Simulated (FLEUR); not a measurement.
Input and output of a self-consistent single point for Nb3B4 (Immm, 7 atoms in the cell) (FLEUR).

Computed with FLEUR with PBEsol, all-electron FLAPW (FLEUR), scalar-relativistic valence.

The change in words: lattice scaled by 0.98. Reference geometry:
```yaml
crystal:
  lattice:
    - [-1.59340, 1.67497, 7.14835]
    - [1.59340, -1.67497, 7.14835]
    - [1.59340, 1.67497, -7.14835]
  atoms:
    - { symbol: Nb, position: [0.18476, 0.68476, 0.50000] }
    - { symbol: Nb, position: [0.81524, 0.31524, 0.50000] }
    - { symbol: Nb, position: [0.00000, 0.00000, 0.00000] }
    - { symbol: B, position: [0.43557, 0.43557, 0.00000] }
    - { symbol: B, position: [0.56443, 0.56443, 0.00000] }
    - { symbol: B, position: [0.36766, 0.86766, 0.50000] }
    - { symbol: B, position: [0.63234, 0.13234, 0.50000] }
```

Reference input (self-consistent single point, DFT, PBEsol, all-electron FLAPW (FLEUR), scalar-relativistic valence): Kmax = 3.9 1/bohr; GmaxXC = 15.6 1/bohr; xcFunctional = PBEs; jspins = 1; l_soc = F; mode = hist; fermiSmearingEnergy = 0.00367493 Htr; mesh (inpgen div1-3) = 7 7 7; inpgen gamma flag = false; Gmax = 15.6 1/bohr; numbands = 0; maxIterBroyd = 99. This run's input differs from it in these lines:

```diff
@@ -3,5 +3,5 @@
 &input film=f /
--3.0110914967 3.1652326772 13.5084256327
-3.0110914967 -3.1652326772 13.5084256327
-3.0110914967 3.1652326772 -13.5084256327
+-2.9508697046 3.1019287418 13.2382571578
+2.9508697046 -3.1019287418 13.2382571578
+2.9508697046 3.1019287418 -13.2382571578
 1.0
@@ -49,5 +49,5 @@
          <bravaisMatrix>
-            <row-1>   -3.0110914967000002     3.1652326772000001    13.5084256326999999</row-1>
-            <row-2>    3.0110914967000002    -3.1652326772000001    13.5084256326999999</row-2>
-            <row-3>    3.0110914967000002     3.1652326772000001   -13.5084256326999999</row-3>
+            <row-1>   -2.9508697046000001     3.1019287418000001    13.2382571577999997</row-1>
+            <row-2>    2.9508697046000001    -3.1019287418000001    13.2382571577999997</row-2>
+            <row-3>    2.9508697046000001     3.1019287418000001   -13.2382571577999997</row-3>
          </bravaisMatrix>
```

The program printed (abridged):

```
 Iteration:     1   Distance:      23.28783694 me/bohr^3
 Iteration:     2   Distance:      19.70571564 me/bohr^3
 Iteration:     3   Distance:       9.23930886 me/bohr^3
 Iteration:     4   Distance:       6.65646734 me/bohr^3
 Iteration:     5   Distance:       6.57170249 me/bohr^3
   [... 11 lines left out ...]
 Iteration:    17   Distance:       0.00007905 me/bohr^3
 Iteration:    18   Distance:       0.00001789 me/bohr^3
 Iteration:    19   Distance:       0.00001607 me/bohr^3
 Iteration:    20   Distance:       0.00000212 me/bohr^3
 Reset of history
 Run finished successfully
 Stop message:
   Structural relaxation: new displacements generated

[file out, last iteration]
             iter=     21
[...]
          total density-effective poten   -1.8772494079E+04
          total charge density-energy d   -3.6695044883E+02
 Updated energy parameters for spin:           1
[...]
 fermi energy and band-weighting factors:

[...]
FERMIE:
          first approx. to ef    (T=0)  :   0.543683 htr   (energy of the highest occ. eigenvalue)
          number of occ. states  (T=0)  :       1632
          first approx. to seigv (T=0)  : -10.042883 htr
          sum of weights of occ. states :  25.504373
          sum of semicore charge        :   0.000000 e
FERHIS:  Fermi-Energy by histogram:
          bandgap                     :   0.000328 htr
   [... lines left out ...]
          charge neutrality (T=0)     :   0.008746    (zero if the highest occ. eigenvalue is "entirely" occupied)
     EF_NEWTON:  Adjust Fermi-Energy by Newton-Method.
 Direct bandgap for spin            1 :    1.0559247796919857E-002  Htr
 ---->    free energy=                    -11554.2948543390 htr
   [... lines left out ...]
 TOTAL FORCE FOR ATOM TYPE=  2  X=  0.000   Y=  0.000   Z=  0.000
                       FX_TOT= 0.000000 FY_TOT= 0.000000 FZ_TOT= 0.000000
 TOTAL FORCE FOR ATOM TYPE=  3  X=  0.000   Y=  0.000   Z= 11.532
                       FX_TOT= 0.000000 FY_TOT= 0.000000 FZ_TOT= 0.001044
 TOTAL FORCE FOR ATOM TYPE=  4  X=  0.000   Y=  3.102   Z= -3.504
                       FX_TOT= 0.000000 FY_TOT= 0.000000 FZ_TOT=-0.000991
```

The run converged in 20 iterations. FLEUR gives forces in its relaxation mode, with a further iteration, so its stop message speaks of a relaxation. Against the reference run the free energy falls by 27.6 meV/atom and the largest force goes from 0.059 to 0.132 eV/Å.

The starting cell comes from a database of computed structures (which also holds hypothetical and non-ambient phases and stackings), without a prior relaxation at this level. Its lattice was rescaled by a random factor within 2.5 % of one. For this run, on top of that: lattice scaled by 0.98. Spin polarisation is off. Values depend on the basis (sphere radii, cutoffs, local orbitals), which need not be converged. The log's line on a gap gives a spacing of levels on this mesh, which the program prints for metals too.

Cost on one core of a shared machine: roughly 9 min.
